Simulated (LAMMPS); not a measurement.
MD of Cu (fcc) at zero pressure, 4000 atoms, as a liquid; each row is its own run.

Model: classical MD, pair style eam/alloy, file AlCu.eam.alloy (LAMMPS).

```csv
T (K),volume (Å³/atom)
950,13.120
1090,13.342
1360,13.794
1490,14.027
1700,14.409
1770,14.548
1900,14.806
2170,15.397
```

Q: Fit a straight line, y = a + b x, to these rows (x is the first column, y the second) and predict the run at x = 1220.

A: Least squares gives a = 11.315 and b = 0.001844. At x = 1220 the fit predicts 13.565 Å³/atom. The run itself gave 13.556 ± 0.002 Å³/atom, so the fit is 0.066 % high.

Caution (rows 950; 1090): this liquid lies under the melting point of about 1230 K that EAM-type AlCu.eam.alloy gives, so it is undercooled.
